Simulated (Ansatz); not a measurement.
SiGe (P6₃mc, No. 186, 4 atoms in the cell; start mp-978534) was calculated with r²SCAN (plane waves, PAW; Ansatz, a first-principles code).

Settings: plane-wave cutoff 560 eV, 12×12×6 k mesh (along the axes of the cell as run), Fermi–Dirac smearing 0.01 eV, scalar-relativistic PAW data made under PBE.

Cell (relaxed at this level):

```xyz
4
Lattice="3.9041 0.0000 0.0000 -1.9520 3.3810 0.0000 0.0000 0.0000 6.4551" Properties=species:S:1:pos:R:3 pbc="T T T"
Si     1.9520     1.1270     5.6447
Si     0.0000     2.2540     2.4172
Ge     1.9520     1.1270     3.2310
Ge     0.0000     2.2540     0.0035
```

**Question.** What does this level give for the band gap and smallest direct gap on the k points sampled?

**Answer.** 
* **band gap**: 0.66 eV (indirect)
* **smallest direct gap on the k points sampled**: 0.79 eV

Spin–orbit coupling is not included.

Computed values are for the static lattice.

A start named mp-… is a Materials Project structure, which need not be a measured phase.
